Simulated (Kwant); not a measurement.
Model system: wire with one Gaussian impurity in a Si two-dimensional gas. Effective mass 0.19 mₑ, grid spacing 3 nm, hard walls, nominal width 60 nm (19 grid rows, so walls 60 nm apart), one parabolic valley, scattering region 180 nm long along x; energies count from the band bottom; Fermi energy swept from 0.0004398 to 0.0093458 eV. Impurity U exp(−r²/2σ²), U = -0.043 eV, σ = 3.2 nm, 0 nm off the axis.

Constants are typed, rounded textbook-type inputs, not results; the design itself was drawn at random and stands for no fabricated device.

Kwant, effective-mass tight-binding model on a square grid, one spin, coherent transport at 0 K. Conductance is in e²/h.

Sweep values stay those of the base run.

The impurity strength was swept, all else fixed.

| impurity strength (eV) | G (e²/h) at E = 7.101 meV | G (e²/h) at E = 9.346 meV | mean G (e²/h) over the sweep | G (e²/h) at E = 2.610 meV |
|---|---|---|---|---|
| -0.086 | 2.41 | 2.38 | 1.66 | 0.85 |
| -0.043 | 1.90 | 3.30 | 1.54 | 0.68 |
| 0.043 | [?] | [?] | 1.63 | [?] |

**Question.** Complete the blanks.

**Answer.** 
- 0.043, G (e²/h) at E = 7.101 meV: 2.10
- 0.043, G (e²/h) at E = 9.346 meV: 2.83
- 0.043, G (e²/h) at E = 2.610 meV: 1.41
